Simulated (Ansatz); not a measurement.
rock-salt NbN (1 1 0) on zinc-blende InP (1 1 0) (film strained to the substrate, started from cuts of the bulks and a machine-learned relaxation; slabs In8P8 and N12Nb12, which can lie off the formulas)

A periodic stack without vacuum, rock-salt NbN (1 1 0) on zinc-blende InP (1 1 0) (film strained to the substrate, started from cuts of the bulks and a machine-learned relaxation; slabs In8P8 and N12Nb12, which can lie off the formulas): substrate slab In8P8, film N12Nb12, surface cells [[0, -1], [1, -1]] and [[1, 0], [1, 2]], film strained by -4.7 and -4.7 %, outermost planes InP/InP and NNb/NNb as cut, which need not be the usual terminations and can put a slab off its formula.

The start was prepared with a machine-learned potential, and the result is one local minimum, with the in-plane cell held and forces under 0.04 eV/Å; the film can end far from its bulk form.

Computed with PBE (plane waves to 420 eV, PAW; Ansatz, an electronic-structure program). No spin–orbit coupling; the runs are not spin-polarised; PBE gaps are too small against experiment. Its k-point mesh 8×5×1, Fermi–Dirac width 0.05 eV.

The interface area comes out as 25.1 Å² and the period is 27.48 Å. The heights between the nearest atoms of the two slabs at the two interfaces is 2.05 and 2.05 Å and the In–Nb contacts across the interfaces within 1.22 times the sum of covalent radii comes out as 4, mean 3.24 Å. The Nb–P contacts across the interfaces within 1.22 times the sum of covalent radii is 4, mean 2.66 Å and the In–N contacts across the interfaces within 1.22 times the sum of covalent radii is 2, mean 2.29 Å. The estimate of the barrier is withheld, since the Fermi level falls at or inside a band of the host, which a slab this thin can't settle.

```yaml
crystal:
  lattice:
    - [4.21430, -0.00020, -0.02595]
    - [4.21412, 5.95919, -0.14107]
    - [0.17951, 1.94264, 27.44939]
  atoms:
    - { symbol: In, position: [0.94488, 0.90034, 0.11834] }
    - { symbol: In, position: [0.95342, 0.39796, 0.04594] }
    - { symbol: In, position: [0.97511, 0.86761, 0.27161] }
    - { symbol: In, position: [0.95823, 0.38586, 0.19547] }
    - { symbol: In, position: [0.01361, 0.83071, 0.42502] }
    - { symbol: In, position: [0.99375, 0.34904, 0.34882] }
    - { symbol: In, position: [0.08143, 0.77071, 0.57480] }
    - { symbol: In, position: [0.03775, 0.30802, 0.50203] }
    - { symbol: P, position: [0.70731, 0.14418, 0.03788] }
    - { symbol: P, position: [0.69327, 0.65228, 0.11819] }
    - { symbol: P, position: [0.70858, 0.13551, 0.19473] }
    - { symbol: P, position: [0.72540, 0.61739, 0.27209] }
    - { symbol: P, position: [0.74386, 0.09901, 0.34842] }
    - { symbol: P, position: [0.76440, 0.57990, 0.42575] }
    - { symbol: P, position: [0.78643, 0.05967, 0.50238] }
    - { symbol: P, position: [0.84200, 0.51021, 0.58286] }
    - { symbol: N, position: [0.60507, 0.24656, 0.65744] }
    - { symbol: N, position: [0.08288, 0.76850, 0.65853] }
    - { symbol: N, position: [0.36665, 0.98496, 0.72139] }
    - { symbol: N, position: [0.86451, 0.48695, 0.72248] }
    - { symbol: N, position: [0.13108, 0.72040, 0.77499] }
    - { symbol: N, position: [0.61404, 0.23730, 0.77758] }
    - { symbol: N, position: [0.90438, 0.44678, 0.84153] }
    - { symbol: N, position: [0.39162, 0.95960, 0.84552] }
    - { symbol: N, position: [0.65760, 0.19332, 0.89780] }
    - { symbol: N, position: [0.14786, 0.70311, 0.89830] }
    - { symbol: N, position: [0.43155, 0.91924, 0.96053] }
    - { symbol: N, position: [0.90968, 0.44079, 0.96326] }
    - { symbol: Nb, position: [0.85199, 0.99954, 0.71625] }
    - { symbol: Nb, position: [0.35800, 0.49338, 0.71244] }
    - { symbol: Nb, position: [0.09081, 0.26070, 0.66299] }
    - { symbol: Nb, position: [0.60294, 0.74857, 0.66388] }
    - { symbol: Nb, position: [0.37470, 0.47639, 0.83700] }
    - { symbol: Nb, position: [0.89370, 0.95737, 0.83379] }
    - { symbol: Nb, position: [0.62514, 0.72645, 0.78559] }
    - { symbol: Nb, position: [0.14800, 0.20339, 0.78371] }
    - { symbol: Nb, position: [0.91017, 0.94059, 0.95749] }
    - { symbol: Nb, position: [0.41965, 0.43081, 0.95557] }
    - { symbol: Nb, position: [0.15630, 0.19459, 0.90736] }
    - { symbol: Nb, position: [0.66678, 0.68416, 0.90383] }
```
